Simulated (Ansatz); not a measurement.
Structures of equal composition on the (111) surface of germanium: Sn on one of 1 atoms of the third shell, H on every dangling bond; Sn on one of 1 surface atoms, H on every dangling bond; Sn on one of 1 atoms under the surface, H on every dangling bond. The slabs share one bottom face, and each structure is named by its start. These are constructed structures in small cells; real faces may alloy, dewet or reconstruct in larger ones, and not all known structures of the face are among them. Slabs of about 15 Å with all that they carry, Fermi-Dirac smearing of 0.025 eV. Bottom of the slabs: built like the top, H on every dangling bond, free. Relaxed from the named starts with such symmetry as they have, on meshes of like density; energies extrapolated to zero smearing; no spin-orbit coupling, no U. Spin-polarised runs, if any, are marked in brackets, and their order is one that fits the cell; the others ran without spin.

Calculation: PBE (plane waves to 420 eV, PAW; Ansatz, a first-principles code).

Question: Put the candidates in order of energy per 1x1 cell, lowest first, for PBE.

Answer: Sn on one of 1 atoms of the third shell, H on every dangling bond (0.000 eV, a narrow gap of 0.11 eV by band count), Sn on one of 1 atoms under the surface, H on every dangling bond (0.051 eV, no gap over 0.04 eV on the mesh), Sn on one of 1 surface atoms, H on every dangling bond (0.163 eV, no gap over 0.04 eV on the mesh)
